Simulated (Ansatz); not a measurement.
Levels about the gap of amorphous hafnia (Hf18O35) (53 atoms in a cell of 686 Å³, 9.13 g/cm³; zone centre alone, so wide bands show as single levels with stretches between that a denser mesh fills), at the geometry that PBE relaxed, where it gives -2.1 GPa on a denser mesh. The participation number counts the atoms over which a state spreads; weights are charges in smoothed Voronoi cells. The levels come from a single point, so bond lengths are those of that geometry. Method of the levels: PBE, scalar-relativistic without spin-orbit coupling (Ansatz, a quantum-chemistry and plane-wave program). Sampling: the zone centre alone; Fermi-Dirac width 0.02 eV; no spin polarisation. The usual formal charges leave 2 electrons over, so the level spacing at the Fermi energy parts defect or band states and needn't be the band gap.

Preparation: random packing, a CHGNet melt and quench, and a DFT relaxation. O atoms were pushed apart under 1.9 Å during the dynamics, to hinder bonds among them. The hot cell started wider than the set density and was brought back towards it in steps. It is the lowest in DFT energy of 4 quenches. It is a model cell: composition and starting density were chosen by hand, and all elements were melted together. No dispersion term was used. Its density started from a set value of 9.13 and ended at 9.13 g/cm³. The simulated quench (nominally 300 K/ps over its main leg) is rapid and tends to freeze in more defects than a deposited or slowly cooled glass has. Values belong to this one cell and scatter from quench to quench. The volume was held where the preparation left it, at a PBE pressure of -2.1 GPa (tension). Stress components on the final sampling reach 3.7 GPa. On a 2×2×2 Γ-centred mesh force components of up to 0.19 eV/Å stay, since the relaxation ran on the zone centre alone.

```
E - E(highest filled), eV  filling  participation number        largest on  weight O  weight Hf
-------------------------  -------  --------------------  ----------------  --------  ---------
-3.25                       filled                  12.8   O, 2 neighbours      0.94       0.06
-3.19                       filled                  13.8   O, 3 neighbours      0.93       0.07
-3.14                       filled                   8.9   O, 3 neighbours      0.95       0.05
-3.12                       filled                  13.2   O, 3 neighbours      0.94       0.06
-3.04                       filled                  16.9   O, 3 neighbours      0.95       0.05
-2.77                       filled                   8.1   O, 3 neighbours      0.95       0.05
0.00                        filled                  11.5  Hf, 7 neighbours      0.39       0.61
1.27                         empty                  31.9  Hf, 7 neighbours      0.46       0.54
1.31                         empty                  16.6  Hf, 7 neighbours      0.39       0.61
1.36                         empty                  21.6  Hf, 5 neighbours      0.39       0.61
1.45                         empty                  30.1  Hf, 5 neighbours      0.44       0.56
1.61                         empty                  22.1  Hf, 7 neighbours      0.36       0.64
1.70                         empty                  29.1  Hf, 5 neighbours      0.37       0.63
1.72                         empty                  26.1  Hf, 6 neighbours      0.39       0.61
```

Most localised among these is the filled level at -2.77 eV, on a O atom, which has 3 neighbours (Hf 2.07 Å, Hf 2.10 Å, Hf 2.14 Å).
